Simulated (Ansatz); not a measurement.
AlB2-type HfB2, treated with PBE-D3(BJ) (Ansatz, an electronic-structure program, plane waves, PAW).

Settings: plane-wave cutoff 520 eV, 24×24×18 k mesh (along the axes of the cell as run), Fermi–Dirac smearing 0.09 eV (set by the program), scalar-relativistic PAW data made under PBE.

Cell (relaxed at this level):

```yaml
crystal:
  lattice:
    - [3.12217, 0.00000, 0.00000]
    - [-1.56109, 2.70388, 0.00000]
    - [0.00000, 0.00000, 3.45497]
  atoms:
    - { symbol: Hf, position: [0.00000, 0.00000, 0.00000] }
    - { symbol: B, position: [0.66667, 0.33333, 0.50000] }
    - { symbol: B, position: [0.33333, 0.66667, 0.50000] }
```

Task: Predict the elastic constant C33, elastic constant C66, Young modulus, elastic constant C11, elastic constant C12, elastic constant C13 and elastic constant C44.

Result: 
- elastic constant C33: 466 GPa
- elastic constant C66: 281 GPa
- Young modulus: 580 GPa
- elastic constant C11: 625 GPa
- elastic constant C12: 63.4 GPa
- elastic constant C13: 126 GPa
- elastic constant C44: 278 GPa

Note: the dispersion coefficients are held fixed in the derivatives.

Elastic constants are with the ions relaxed.

Spin–orbit coupling is not included.

Computed values are for the static lattice.

It cost roughly 50 core-minutes of CPU time.
